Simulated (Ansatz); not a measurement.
We look at the formation energy of the neutral Sn_i + 2 V_Ge in Ge (diamond, Fd-3m). Reaction: Sn (white tin) + 52 Ge (diamond) → cell A.

Cell A: a supercell of 54 sites of Ge (diamond, Fd-3m) with two empty Ge sites amid 4 Ge; Sn off the lattice sites (6 Ge at 2.99–3.00 Å); the closest two of these centres are 1.2 Å apart, the farthest 2.5 Å; spin state with PBE: run without spin, k-point mesh 2×2×2.
```yaml
crystal:
  lattice:
    - [12.22257, 0.00000, 0.00000]
    - [6.11128, 10.58506, 0.00000]
    - [6.11128, 3.52835, 9.97969]
  atoms:
    - { symbol: Ge, position: [0.99997, 0.00010, 0.00032] }
    - { symbol: Ge, position: [0.08351, 0.08338, 0.08360] }
    - { symbol: Ge, position: [0.00183, 0.00187, 0.33313] }
    - { symbol: Ge, position: [0.08484, 0.08462, 0.41722] }
    - { symbol: Ge, position: [0.00027, 0.00008, 0.66754] }
    - { symbol: Ge, position: [0.08393, 0.08370, 0.75059] }
    - { symbol: Ge, position: [0.00198, 0.33290, 0.00195] }
    - { symbol: Ge, position: [0.08484, 0.41705, 0.08481] }
    - { symbol: Ge, position: [0.00366, 0.33456, 0.33473] }
    - { symbol: Ge, position: [0.09553, 0.41674, 0.41690] }
    - { symbol: Ge, position: [0.99942, 0.33417, 0.66699] }
    - { symbol: Ge, position: [0.08337, 0.41557, 0.75076] }
    - { symbol: Ge, position: [0.00032, 0.66738, 0.00021] }
    - { symbol: Ge, position: [0.08385, 0.75037, 0.08399] }
    - { symbol: Ge, position: [0.99941, 0.66683, 0.33448] }
    - { symbol: Ge, position: [0.08345, 0.75063, 0.41576] }
    - { symbol: Ge, position: [0.99991, 0.66604, 0.66622] }
    - { symbol: Ge, position: [0.08272, 0.74982, 0.74995] }
    - { symbol: Ge, position: [0.33304, 0.00185, 0.00195] }
    - { symbol: Ge, position: [0.41720, 0.08467, 0.08482] }
    - { symbol: Ge, position: [0.33477, 0.00329, 0.33475] }
    - { symbol: Ge, position: [0.41677, 0.09534, 0.41694] }
    - { symbol: Ge, position: [0.33440, 0.99929, 0.66706] }
    - { symbol: Ge, position: [0.41597, 0.08314, 0.75075] }
    - { symbol: Ge, position: [0.33476, 0.33459, 0.00357] }
    - { symbol: Ge, position: [0.41681, 0.41686, 0.09552] }
    - { symbol: Sn, position: [0.37465, 0.37467, 0.37478] }
    - { symbol: Ge, position: [0.33355, 0.33329, 0.65440] }
    - { symbol: Ge, position: [0.41546, 0.41537, 0.74672] }
    - { symbol: Ge, position: [0.33431, 0.66699, 0.99953] }
    - { symbol: Ge, position: [0.41595, 0.75066, 0.08332] }
    - { symbol: Ge, position: [0.33364, 0.65420, 0.33347] }
    - { symbol: Ge, position: [0.41562, 0.74646, 0.41555] }
    - { symbol: Ge, position: [0.33304, 0.66531, 0.66547] }
    - { symbol: Ge, position: [0.41712, 0.74816, 0.74841] }
    - { symbol: Ge, position: [0.66753, 0.00013, 0.00024] }
    - { symbol: Ge, position: [0.75026, 0.08401, 0.08395] }
    - { symbol: Ge, position: [0.66686, 0.99946, 0.33441] }
    - { symbol: Ge, position: [0.75063, 0.08331, 0.41590] }
    - { symbol: Ge, position: [0.66643, 0.99955, 0.66633] }
    - { symbol: Ge, position: [0.75002, 0.08265, 0.74998] }
    - { symbol: Ge, position: [0.66686, 0.33451, 0.99945] }
    - { symbol: Ge, position: [0.75075, 0.41575, 0.08344] }
    - { symbol: Ge, position: [0.65429, 0.33351, 0.33361] }
    - { symbol: Ge, position: [0.74676, 0.41537, 0.41557] }
    - { symbol: Ge, position: [0.66539, 0.33296, 0.66550] }
    - { symbol: Ge, position: [0.74830, 0.41708, 0.74833] }
    - { symbol: Ge, position: [0.66643, 0.66620, 0.99972] }
    - { symbol: Ge, position: [0.75006, 0.74988, 0.08275] }
    - { symbol: Ge, position: [0.66555, 0.66529, 0.33308] }
    - { symbol: Ge, position: [0.74830, 0.74831, 0.41718] }
    - { symbol: Ge, position: [0.66664, 0.66661, 0.66670] }
    - { symbol: Ge, position: [0.75020, 0.74985, 0.75001] }
```

Reference: Sn (white tin, I4₁/amd), 2 atoms in the cell, k-point mesh 22×22×22 on the run's own vectors. Conventional cell: a = 5.946 Å, b = 5.946 Å, c = 3.217 Å, α = 90.00°, β = 90.00°, γ = 90.00°.

Reference: Ge (diamond, Fd-3m), 54 atoms in the cell, the relaxed perfect crystal repeated, atoms not moved again, k-point mesh 2×2×2 on the run's own vectors.

Computed with Ansatz (plane waves, PAW), its PAW set soft_1, cutoff 420 eV, 500 eV for r2SCAN. The structures are at rest with PBE, within the held lattices; other levels are single points on them. Neutral cells; Fermi-Dirac smearing of at most 0.10 eV in the solids, energies taken to zero width. The lattices are those relaxed with PBE, so at other levels the solids can be strained, which adds to the spread. Larger cells are relaxed from a start prepared with the learned potential CHGNet till forces fall under 0.03 eV/Å, which some starts already meet. A dispersion term (D3(BJ), or D4 for r2SCAN) was computed beside these levels and is taken off wherever the name lacks it. Space groups of crystals are read within 0.01 Å. Nuclei at rest; no vibrational terms. No structure search was made; lower ones may exist. Spin-orbit coupling is left out. No correction for cell size. The cell is small for its defects, so this is an ordered compound on the host's lattice rather than an isolated defect. Cell A has symmetry R3m within 0.02 Å and got no random move, so less symmetric positions, which may lie lower, weren't tried.

Q: Give the value at the level r2SCAN.

A: 1.98 eV, for Sn (white tin) + 52 Ge (diamond) → cell A.

Q: List the value at the remaining levels and say how far they part.

A: 
```json
[
 {"Method": "PBE", "value (eV)": "1.43", "less r2SCAN": "-0.55"}
]
```

The levels shown span 0.55 eV, from PBE (1.43) to r2SCAN (1.98).

Ansatz is a quantum-chemistry and plane-wave program.
